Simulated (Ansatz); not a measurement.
# Ge on the B site (broken-bond start) in zinc-blende BN

Method: PBE, PAW (plane waves to 420 eV; Ansatz, a program for electronic structure). A 2×2×2 supercell of 64 sites was used; the energies come from a 2×2×2 shifted sampling of its zone. Sites at the start: the B site; started 0.95 Å off site, one bond broken. Energies of charged states are corrected for periodic images (point charge plus alignment at distant sites). Dielectric constants: PBE linear response of the host. Host gap at this level: 4.46 eV. Finite-size and sampling errors can reach tenths of an eV here. PBE underestimates the host's gap, which shifts levels and can delocalise carriers. Spin–orbit coupling is left out. Each state is the lowest found from its start.

Formation energies E_f are given with the Fermi level at the valence-band maximum. Chemical conditions: N-rich (Δμ(B) = -2.35 eV, Δμ(Ge) = -0.009 eV, bounded by Ge3N4 (P31c); only phases computed here count, gases as isolated molecules at 0 K). Reference phases: B: alpha boron, Ge: germanium.

```tsv
charge	moment (μB)	largest move off a lattice site (Å)	image correction with alignment (eV)	E_f, N-rich (eV)
+1	not spin-polarised	0.20	0.82	1.94
0*	1.0	0.23	–	–
−1†	not spin-polarised	0.30	-0.21	–
```

* At this level the carrier isn't localised at the defect: at charge 0 electrons occupy the conduction band. Such a state is shallow or no state of the defect, and this cell gives it no level.

† Not settled in this cell, so no level is given: charge −1: carriers not clearly localised, a large or scattered potential alignment, level within 0.1 eV of a band edge or past it.

No other site or start that was run ended lower by more than 0.1 eV.

Flagged in the runs: a doubtful potential alignment.
